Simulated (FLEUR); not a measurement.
A self-consistent single point of Pt₃W (I4/mmm, 4 atoms in the cell) with FLEUR.

Method: PBEsol, all-electron FLAPW (FLEUR), scalar-relativistic valence run with FLEUR.

```xyz
4
Lattice="-1.9479 1.9479 4.0183 1.9479 -1.9479 4.0183 1.9479 1.9479 -4.0183" Properties=species:S:1:pos:R:3 pbc="T T T"
Pt     0.0000     1.9479     2.0092
Pt     1.9479     0.0000     2.0092
Pt     0.0000     0.0000     4.0183
W      0.0000     0.0000     0.0000
```

Reference input (self-consistent single point, DFT, PBEsol, all-electron FLAPW (FLEUR), scalar-relativistic valence): Kmax = 4.1 1/bohr; GmaxXC = 14.3 1/bohr; xcFunctional = PBEs; jspins = 1; l_soc = F; mode = hist; fermiSmearingEnergy = 0.00367493 Htr; mesh (inpgen div1-3) = 8 8 8; inpgen gamma flag = true; Gmax = 14.3 1/bohr; numbands = 0; maxIterBroyd = 40. This run's input differs from it in these lines:

```diff
@@ -17,3 +17,3 @@
 &exco xctyp='PBEs' /
-&kpt div1=8 div2=8 div3=8 gamma=t /
+&kpt div1=5 div2=5 div3=5 /
 &end /
```

Output (repeated stretches shortened):

```
 Iteration:     1   Distance:      22.77477750 me/bohr^3
 Iteration:     2   Distance:      18.52097818 me/bohr^3
 Iteration:     3   Distance:      11.72558412 me/bohr^3
 Iteration:     4   Distance:       7.50825866 me/bohr^3
 Iteration:     5   Distance:       5.66905501 me/bohr^3
   [... 12 lines left out ...]
 Iteration:    18   Distance:       0.00008643 me/bohr^3
 Iteration:    19   Distance:       0.00007711 me/bohr^3
 Iteration:    20   Distance:       0.00001143 me/bohr^3
 Iteration:    21   Distance:       0.00000222 me/bohr^3
 Run finished successfully
 Stop message:
   Structural relaxation: Done

[file out, last iteration]
             iter=     22
[...]
          total density-effective poten   -1.2533539872E+05
          total charge density-energy d   -1.3770253503E+03
 Updated energy parameters for spin:           1
[...]
 fermi energy and band-weighting factors:

[...]
FERMIE:
          first approx. to ef    (T=0)  :   0.601534 htr   (energy of the highest occ. eigenvalue)
          number of occ. states  (T=0)  :        553
          first approx. to seigv (T=0)  : -17.461524 htr
          sum of weights of occ. states :  31.016000
          sum of semicore charge        :   0.000000 e
FERHIS:  Fermi-Energy by histogram:
          bandgap                     :   0.000558 htr
   [... lines left out ...]
          charge neutrality (T=0)     :   0.032000    (zero if the highest occ. eigenvalue is "entirely" occupied)
     EF_NEWTON:  Adjust Fermi-Energy by Newton-Method.
 Direct bandgap for spin            1 :    1.2199566948272178E-003  Htr
 ---->    free energy=                    -71486.2082309466 htr
   [... lines left out ...]
 TOTAL FORCE FOR ATOM TYPE=  1  X=  3.681   Y=  0.000   Z= -3.797
                       FX_TOT= 0.000000 FY_TOT= 0.000000 FZ_TOT= 0.000000
 TOTAL FORCE FOR ATOM TYPE=  2  X=  0.000   Y=  0.000   Z=  7.594
                       FX_TOT= 0.000000 FY_TOT= 0.000000 FZ_TOT= 0.000000
 TOTAL FORCE FOR ATOM TYPE=  3  X=  0.000   Y=  0.000   Z=  0.000
                       FX_TOT= 0.000000 FY_TOT= 0.000000 FZ_TOT= 0.000000
 Structural relaxation: Done
```

The run converged in 21 iterations. FLEUR gives forces in its relaxation mode, with a further iteration, so its stop message speaks of a relaxation. Against the reference run the free energy drops by 4.9 meV/atom.

The starting cell comes from a database of computed structures (which also holds hypothetical and non-ambient phases and stackings), without a prior relaxation at this level. Spin-orbit coupling is off. Spin polarisation is off. Values depend on the basis (sphere radii, cutoffs, local orbitals), which need not be converged. The log's line on a gap gives a spacing of levels on this mesh, which the program prints for metals too.

Cost on one core of a shared machine: roughly 3 min.
